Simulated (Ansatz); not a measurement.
Defect: interstitial C in 4H silicon carbide, charge state +2. These are PBE, PAW (plane waves to 420 eV; Ansatz, an electronic-structure program) values and carry that method's errors.

72-site cell at the relaxed PBE lattice, the Γ point alone, smearing 0.01 eV, spin-restricted, no finite-size correction. No zero-point or tunnelling terms. The charge state is imposed; whether it is stable for some Fermi level was not computed. Sites that were not tried may lie lower.

Barriers: single points on a 2×2×2 k-point mesh shifted by half a step along c at the bands' geometries (they differ from the bands' own by up to 0.07 eV, and are uncertain by about as much).

Relaxed starting cell (atoms counted from 1):

```
CELL_PARAMETERS angstrom
      9.28226     0.00000     0.00000
     -4.64113     8.03868     0.00000
      0.00000     0.00000    10.12928
ATOMIC_POSITIONS crystal
  Si 0.00052 0.99850 0.49656
  Si 0.00081 0.33321 0.50051
  Si 0.00107 0.66573 0.49957
  Si 0.33678 0.99723 0.49214
  Si 0.33551 0.33349 0.49655
  Si 0.33427 0.66573 0.49948
  Si 0.66828 0.99974 0.49949
  Si 0.66828 0.33294 0.49957
  Si 0.66856 0.66543 0.50149
  Si 0.96521 0.98840 0.01362
  Si 0.99871 0.33532 0.00095
  Si 0.00067 0.66684 0.00103
  Si 0.35038 0.98367 0.00374
  Si 0.34561 0.36879 0.01359
  Si 0.33472 0.66812 0.99943
  Si 0.66592 0.99929 0.99943
  Si 0.66720 0.33335 0.00103
  Si 0.66704 0.66695 0.00088
  Si 0.22806 0.10599 0.71887
  Si 0.22343 0.44354 0.74785
  Si 0.22403 0.77452 0.74590
  Si 0.55952 0.11001 0.74591
  Si 0.55734 0.44344 0.74926
  Si 0.55736 0.77666 0.74868
  Si 0.89049 0.11061 0.74787
  Si 0.89009 0.44395 0.74962
  Si 0.89058 0.77670 0.74927
  Si 0.11022 0.22379 0.25289
  Si 0.11178 0.55541 0.25018
  Si 0.11066 0.88620 0.24936
  Si 0.44782 0.22336 0.24936
  Si 0.44770 0.55986 0.25353
  Si 0.44616 0.88785 0.24900
  Si 0.77859 0.22222 0.25018
  Si 0.77880 0.55521 0.25031
  Si 0.77414 0.88629 0.25355
  C  0.00197 0.99830 0.68577
  C  0.00149 0.33254 0.68833
  C  0.00155 0.66607 0.68775
  C  0.33933 0.99470 0.67742
  C  0.33574 0.33207 0.68575
  C  0.33561 0.66466 0.68649
  C  0.66937 0.99841 0.68649
  C  0.66796 0.33247 0.68775
  C  0.66862 0.66540 0.68882
  C  0.99750 0.99869 0.19424
  C  0.00074 0.33328 0.18746
  C  0.00079 0.66614 0.18715
  C  0.33384 0.00018 0.18549
  C  0.33530 0.33649 0.19422
  C  0.33392 0.66645 0.18680
  C  0.66756 0.00007 0.18680
  C  0.66788 0.33322 0.18715
  C  0.66741 0.66658 0.18834
  C  0.18729 0.14668 0.97789
  C  0.22155 0.44939 0.93770
  C  0.22232 0.77433 0.93653
  C  0.55974 0.11169 0.93653
  C  0.55398 0.44376 0.93996
  C  0.55627 0.77773 0.93814
  C  0.88464 0.11249 0.93772
  C  0.88826 0.44579 0.93857
  C  0.89023 0.78003 0.93996
  C  0.11198 0.22203 0.43978
  C  0.11231 0.55497 0.43896
  C  0.11279 0.88804 0.43696
  C  0.44597 0.22122 0.43696
  C  0.44651 0.55591 0.44047
  C  0.44723 0.88678 0.43562
  C  0.77905 0.22170 0.43896
  C  0.77901 0.55498 0.43895
  C  0.77809 0.88749 0.44048
  C  0.25126 0.08295 0.90580
```
Cell charge +2.

End state 1 differs by these moves (Å; atoms that move under 0.08 Å are left out):

```json
[
 {"atom": "10", "element": "Si", "Δx": "0.06", "Δy": "-0.04", "Δz": "-0.10"},
 {"atom": "13", "element": "Si", "Δx": "0.06", "Δy": "0.04", "Δz": "0.10"},
 {"atom": "14", "element": "Si", "Δx": "0.13", "Δy": "0.00", "Δz": "0.00"},
 {"atom": "19", "element": "Si", "Δx": "-0.13", "Δy": "0.00", "Δz": "0.00"},
 {"atom": "37", "element": "C", "Δx": "-0.08", "Δy": "-0.03", "Δz": "-0.08"},
 {"atom": "40", "element": "C", "Δx": "-0.08", "Δy": "0.03", "Δz": "0.08"},
 {"atom": "46", "element": "C", "Δx": "0.04", "Δy": "0.01", "Δz": "-0.09"},
 {"atom": "49", "element": "C", "Δx": "0.04", "Δy": "-0.01", "Δz": "0.09"},
 {"atom": "55", "element": "C", "Δx": "1.00", "Δy": "0.00", "Δz": "0.00"},
 {"atom": "56", "element": "C", "Δx": "0.07", "Δy": "-0.05", "Δz": "0.02"},
 {"atom": "59", "element": "C", "Δx": "0.07", "Δy": "0.05", "Δz": "-0.02"},
 {"atom": "73", "element": "C", "Δx": "-0.78", "Δy": "0.00", "Δz": "0.00"}
]
```

**Question.** Predict the forward and backward barriers to end state 1 from PBE, PAW.

**Answer.** forward 0.22 eV, backward 0.22 eV; at the saddle point atom 55 has neighbours C at 1.24; Si at 1.83, 2 Si at 2.20 Å. The saddle point's order was not checked, and it lies on a symmetry element of the cell, where a band can be held.
